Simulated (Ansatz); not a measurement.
**What each level gives and costs: TePb (Fm-3m, 2 atoms in the cell)**

```xyz
2
Lattice="0.0000 3.2019 3.2019 3.2019 0.0000 3.2019 3.2019 3.2019 0.0000" Properties=species:S:1:pos:R:3 pbc="T T T"
Te     0.0000     0.0000     0.0000
Pb     3.2019     3.2019     3.2019
```

Program: Ansatz (an electronic-structure program), PAW files made with PBE; each row names its functional.

Base settings: basis.ecutwfc = 420 eV; kpoints.mp_grid.grid = 5 5 5; hamiltonian.xc = hse06; hamiltonian.pseudopotentials = {kind: paw} (an earlier, softer set of the program's PAW files); scf.occupations.method = gaussian; scf.occupations.width = 0.02 eV.

Differences are taken from HSE06, a reference of convenience: it is no measurement, and no ranking of the functionals follows.

Core times come from one kind of shared machine and are given to one figure; runs under 30 s give none.

The starting cell comes from a database of computed structures (which also holds hypothetical and non-ambient phases and stackings), without a prior relaxation at this level. Its lattice was rescaled by a random factor within 2.5 % of one. Ansatz's pressure includes its estimate of the finite-basis (Pulay) stress. A gap is left out here, as mesh or smearing make it unsure.

```
level  pressure less reference (GPa)  core time / reference (rough)
-----  -----------------------------  -----------------------------
PBE                             0.98                              –
PBE0                            0.08                            0.9
HSE06                           0.00                              1
```

Keys are those of Ansatz 0.2.
